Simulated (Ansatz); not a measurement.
Relaxation of the outer planes of the (111) surface of fluorite-type NiSi2 in its 1x1 cell (cut with top plane Si, bottom plane Si), outermost plane spacing 0.79 Å in the ideal cut.

Level of theory: PBE (plane waves to 420 eV, PAW; Ansatz, a program for electronic structure).

Slab: 12 atoms, Ni4Si8, 11.0 Å thick at the start; k 11x11x1, smearing 0.1 eV, dipole-corrected; all atoms relaxed; symmetry of the start imposed; no spin (magnetic order not tried), no spin-orbit, no U.

```json
[
 {"plane": "1", "atoms": "Si", "bulk spacing to the next (Å)": "0.786", "relaxed spacing (Å)": "0.706", "change (%)": "-10.1", "rumpling (Å)": "0.00"},
 {"plane": "2", "atoms": "Ni", "bulk spacing to the next (Å)": "0.786", "relaxed spacing (Å)": "0.723", "change (%)": "-8.1", "rumpling (Å)": "0.00"}
]
```
